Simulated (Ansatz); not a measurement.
Consider Hf in the hcp (Mg type) structure (space group P6_3/mmc, No. 194; a = 3.1581 Å, c = 5.0045 Å; relaxed with 0.1 eV smearing).

Structures relaxed with DFT with PBEsol, PAW potentials and a 420 eV plane-wave cutoff in Ansatz (a program for electronic structure), no spin-orbit coupling.

Base:

Simulated powder pattern, Mo Kα, λ = 0.71073 Å (kinematic, ideal powder, no thermal factors, no anomalous dispersion; the 8 strongest lines at most, above 2 %, up to 2θ = 40°):

```csv
2θ (°),I/Imax (%),hkl
14.93,23,(100)
16.33,25,(002)
17.03,100,(101)
22.20,17,(102)
26.01,21,(110)
28.90,24,(103)
30.87,26,(112)
31.26,19,(201)
```

After one change:

Simulated powder pattern, Mo Kα, λ = 0.71073 Å (kinematic, ideal powder, no thermal factors, no anomalous dispersion; the 8 strongest lines at most, above 2 %, up to 2θ = 40°):

| 2θ (°) | I/Imax (%) |
|---|---|
| 15.32 | 23 |
| 16.75 | 25 |
| 17.47 | 100 |
| 22.77 | 17 |
| 26.69 | 21 |
| 29.66 | 23 |
| 31.68 | 25 |
| 32.08 | 18 |

Q: Which of these changes matches the shifts?
A. isotropic strain +1.50 %
B. isotropic strain −2.50 %
C. isotropic strain −2.00 %
D. isotropic strain +2.50 %

A: B, isotropic strain −2.50 %. Its volume per atom is 20.03 Å³ against 21.61 Å³, and its space group is P6_3/mmc (No. 194).

Whether these cells are dynamically stable was not tested. All final runs are without spin polarisation.
